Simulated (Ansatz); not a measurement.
**Short convergence ladders for CaC2 (I4mm, 3 atoms in the cell)**

```xyz
3
Lattice="-1.9440 1.9440 3.2181 1.9440 -1.9440 3.2181 1.9440 1.9440 -3.2181" Properties=species:S:1:pos:R:3 pbc="T T T"
Ca     0.0000     0.0000     0.0500
C      0.0000     0.0000     3.8482
C      0.0000     0.0000     2.5881
```

Base method: PBEsol, default PAW files made with PBE (plane waves; Ansatz, a quantum-chemistry and plane-wave program).

Base settings: basis.ecutwfc = 420 eV; kpoints.mp_grid.grid = 9 9 9; hamiltonian.xc = pbesol; hamiltonian.pseudopotentials = {kind: paw} (the program's default PAW files); scf.occupations.method = fermi_dirac; scf.occupations.width = 0.05 eV.

The count of work is k-points × plane waves × bands × iterations; it is no time. 

**The cutoff for other potential files**

Level: DFT, PBEsol, plane waves, harder PAW files (source: ansatz) made with PBE.

In this ladder: hamiltonian.pseudopotentials = {kind: paw, source: ansatz}.

The second cell is the first with its lattice scaled by 0.98.

The mesh stays at the base's, so the ladder's end is converged at best in this setting alone.

The first pressure column holds Ansatz's estimate of the finite-basis (Pulay) stress, which hides part of the cutoff error; the other is without it.

Only quantities that move along the ladder and can be compared are tabulated.

| basis.ecutwfc | free energy less the last step's (meV/atom) | energy of the compressed cell less the first (meV/atom) | pressure (GPa) | pressure without the Pulay estimate (GPa) | largest difference of a force vector from the last step's (eV/Å) | count of work / last |
|---|---|---|---|---|---|---|
| 370 eV | 288.21 | 10.27 | -1.34 | -12.20 | 0.821 | 0.11 |
| 450 eV | 83.69 | 2.64 | -2.43 | -6.36 | 0.118 | 0.14 |
| 575 eV | 9.73 | 1.20 | -2.63 | -3.33 | 0.003 | 0.21 |
| 695 eV | 0.97 | 1.16 | -2.63 | -2.70 | 0.001 | 0.28 |
| 820 eV | 0.47 | 1.16 | -2.63 | -2.63 | 0.001 | 0.36 |
| 985 eV | 0.25 | 1.15 | -2.63 | -2.64 | 0.000 | 0.47 |
| 1230 eV | 0.05 | 1.15 | -2.63 | -2.63 | 0.000 | 0.66 |
| 1640 eV | 0.00 | 1.15 | -2.63 | -2.63 | 0.000 | 1.0 |

Coarsest basis.ecutwfc that holds the pressure within 0.1 GPa of the last step, with all finer ones: 575 eV, at 0.21 of the last step's count of work; the step before is off by 0.20 GPa.

Coarsest basis.ecutwfc that holds the pressure without the Pulay estimate within 1 GPa of the last step, with all finer ones: 575 eV, at 0.21 of the last step's count of work; the step before is off by 3.7 GPa.

Coarsest basis.ecutwfc that holds the forces within 0.005 eV/Å of the last step, with all finer ones: 575 eV, at 0.21 of the last step's count of work; the step before is off by 0.12 eV/Å.

The energy difference between the two cells stays within 1 meV/atom of the last step's from 575 eV on, the total only from 695 eV on: much of the error is common to both cells and cancels.

At the lowest cutoff the pressure without the Pulay estimate lies 9.6 GPa under the last step's, the usual sign of Pulay stress in an incomplete plane-wave basis.

**The density cutoff**

The mesh stays at the base's, so the ladder's end is converged at best in this setting alone.

Only quantities that move along the ladder and can be compared are tabulated.

```csv
basis.ecutrho_ratio,free energy less the last step's (meV/atom)
2,-1.15
3,0.00
4,0.00
5,0.00
6,0.00
8,0.00
10,0.00
12,0.00
16,0.00
```

Coarsest basis.ecutrho_ratio that holds the free energy within 0.5 meV/atom of the last step, with all finer ones: 3; the step before is off by 1.2 meV/atom.

**The relaxed cell against the cutoff**

On CaC2 (I4/mmm, 3 atoms in the cell): atoms on their sites.

In this ladder: relax = cell and atoms.

The mesh stays at the base's, so the ladder's end is converged at best in this setting alone.

Only quantities that move along the ladder and can be compared are tabulated.

| basis.ecutwfc | relaxed volume (Å³/atom) | relaxation steps |
|---|---|---|
| 210 eV | 16.044 | 22 |
| 250 eV | 15.383 | 18 |
| 295 eV | 15.421 | 13 |
| 355 eV | 15.434 | 8 |
| 420 eV | 15.415 | 7 |
| 505 eV | 15.419 | 5 |
| 630 eV | 15.418 | 5 |
| 840 eV | 15.417 | 5 |

Coarsest basis.ecutwfc that holds the relaxed volume within 0.077 Å³/atom of the last step, with all finer ones: 250 eV; the step before is off by 0.63 Å³/atom.

At the lowest cutoff the cell relaxes to a volume 4.1 % larger than at the highest. Ansatz relaxes on a stress corrected for the finite basis.

On the base run: the starting cell comes from a database of computed structures (which also holds hypothetical and non-ambient phases and stackings), without a prior relaxation at this level. Its lattice was rescaled by up to half a per cent. One atom was moved a little off its site on purpose.

Keys are those of Ansatz 0.2.
